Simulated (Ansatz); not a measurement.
What uniaxial strain ε_zz = +2.37 % does to MgO

Start from MgO in the rock salt structure (space group Fm-3m, No. 225; a = 4.2044 Å). Axes: x, y, z lie along the cube axes.

Now apply this change: uniaxial strain ε_zz = +2.37 %, all other strain components held at zero, atoms relaxed at fixed cell.

All numbers come from Kohn–Sham DFT with the r2SCAN functional, run in Ansatz (an electronic-structure program) with PAW and 500 eV plane waves, no spin-orbit coupling. Γ-centred 13×13×13 mesh, Fermi–Dirac width 0.05 eV.

| quantity | base | changed | shift |
|---|---|---|---|
| shortest interatomic distance | 2.102 Å | 2.102 Å | 0.000 Å |
| energy relative to the base (free energy F) | 0 meV/atom | +4.6 meV/atom | +4.6 meV/atom |
| pressure (mean of the normal stresses, compression positive) | 0.1 kbar | -35.4 kbar | -35.5 kbar |
| band gap | 5.68 eV | 5.41 eV | -0.27 eV |
| gap character | direct at Γ | direct at Γ | – |
| electron mass | 0.36 mₑ (at Γ) | 0.35 mₑ along z, 0.36 mₑ across (at Γ) | – |
| hole mass | – | 0.40 mₑ along z, 2.2 mₑ across (at Γ) | – |
| valence-band top at Γ (three highest levels, from the VBM) | 0.00, 0.00, 0.00 eV | 0.00, -0.05, -0.05 eV | – |
| stress (xx, yy, zz, yz, xz, xy; compression positive) | – | (-2.13, -2.13, -6.36, 0.00, 0.00, 0.00) GPa | – |

Final structure:

```
MgO
1.0
    0.00000     2.10219     2.15201
    2.10219     0.00000     2.15201
    2.10219     2.10219     0.00000
O Mg
1 1
Cartesian
  0.00000   0.00000   0.00000
  2.10219   2.10219   2.15201
```

Cost of the whole job for the changed cell (relaxation, final SCF and bands): roughly 29 core-seconds.

Effective masses come from finite differences of ±0.01 Å⁻¹. No phonon test of stability was made. Labels are those of the standard path for the cell's own space group.
